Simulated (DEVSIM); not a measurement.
Structure: Schottky contact on n-type Ge, at 400 K.

| layer (left to right) | material | thickness (μm) | Nd (cm⁻³) | τn (s) | τp (s) |
|---|---|---|---|---|---|
| 1 | Ge | 0.790 | 2.3e15 | 3.2e-7 | 3.2e-7 |

Left contact: Schottky, work function 4.35 eV, emission velocity 5.4e6 cm/s. Right contact: ohmic. Voltage is applied to the left contact. Recombination: SRH at mid-gap. Mobility is μmin + (μ − μmin)/(1 + (N/Nref)^α).

Constants are typed, rounded textbook-type inputs, not results; the design itself was drawn at random and stands for no fabricated device. Values at 300 K; Nc and Nv go as T^1.5, mobilities as T to minus their exponent, the gap by Varshni's rule with the affinity fixed.

| parameter | Ge |
|---|---|
| gap (eV) | 0.664 |
| affinity (eV) | 4 |
| permittivity | 16 |
| Nc (cm⁻³) | 1.04e19 |
| Nv (cm⁻³) | 6e18 |
| μn (cm²/Vs) | 3900 |
| μp (cm²/Vs) | 1900 |
| μn,min | 150 |
| μp,min | 100 |
| Nref,n | 2.6e17 |
| Nref,p | 4e17 |
| αn | 0.56 |
| αp | 0.6 |
| T exponent of μn | 1.66 |
| T exponent of μp | 2.33 |
| Varshni α (eV/K) | 0.000477 |
| Varshni β (K) | 235 |

DEVSIM, 1D drift-diffusion, Boltzmann statistics, complete ionisation; no tunnelling, impact ionisation, image-force lowering or self-heating. Metal contacts follow the ideal Schottky-Mott rule: no Fermi-level pinning, no interface dipoles.

The temperature was swept, all else fixed.

```
temperature (K)  potential step across the device at zero bias (V)  largest field in the device at zero bias (V/cm)
---------------  -------------------------------------------------  -----------------------------------------------
250                                                          0.175                                             8900
300                                                          0.132                                             7500
350                                                          0.089                                             5800
400                                                          0.054                                             5400
450                                                          0.045                                             8600
500                                                          0.050                                            16000
```

From the first row to the last the potential step across the device at zero bias goes from 0.175 to 0.050. From the first row to the last the largest field in the device at zero bias goes from 8900 to 16000.
